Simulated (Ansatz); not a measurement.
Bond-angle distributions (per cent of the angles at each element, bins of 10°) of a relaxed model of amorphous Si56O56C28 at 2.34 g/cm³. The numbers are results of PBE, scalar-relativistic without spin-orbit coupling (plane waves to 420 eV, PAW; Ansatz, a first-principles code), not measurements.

A CHGNet melt-quench gave the starting glass, which DFT then relaxed. O atoms were pushed apart under 1.9 Å during the dynamics, to hinder bonds among them. The hot cell started wider than the set density and was brought back towards it in steps. It is the lowest in DFT energy of 4 quenches. It is a model cell: composition and starting density were chosen by hand, and all elements were melted together. No dispersion term was used. Its density started from a set value of 2.34 and ended at 2.34 g/cm³. The quench (nominally 240 K/ps over its main leg) was far faster than any real one, so the model tends to hold more defects than a real film. One small periodic cell is one sample of the glass; other quenches scatter about these values. Volume and shape were free in the relaxation. On a 2×2×2 Γ-centred mesh force components of up to 0.20 eV/Å stay, since the relaxation ran on the zone centre alone.

Neighbours within Si-Si 2.60 Å, Si-O 2.22 Å, Si-C 2.19 Å, O-O 1.58 Å, O-C 1.70 Å, C-C 1.78 Å count as bonded. Two cations that share two anions don't count as bonded, nor two that share one unless they lie closer than Si-Si 2.38 Å, Si-C 2.00 Å, C-C 1.63 Å.

| angle (°) | at Si | at O | at C |
|---|---|---|---|
| 50-60 | 1 | 0 | 0 |
| 60-70 | 1 | 0 | 2 |
| 70-80 | 1 | 0 | 2 |
| 80-90 | 4 | 1 | 5 |
| 90-100 | 16 | 4 | 8 |
| 100-110 | 34 | 7 | 19 |
| 110-120 | 23 | 14 | 21 |
| 120-130 | 10 | 31 | 27 |
| 130-140 | 4 | 14 | 13 |
| 140-150 | 2 | 19 | 3 |
| 150-160 | 2 | 3 | 0 |
| 160-170 | 0 | 6 | 0 |
| 170-180 | 1 | 0 | 1 |

They go with these counts of neighbours within the cut-offs, cation contacts included: Si mean 4.0, most often 4; O mean 2.1, most often 2; C mean 3.2, most often 3.
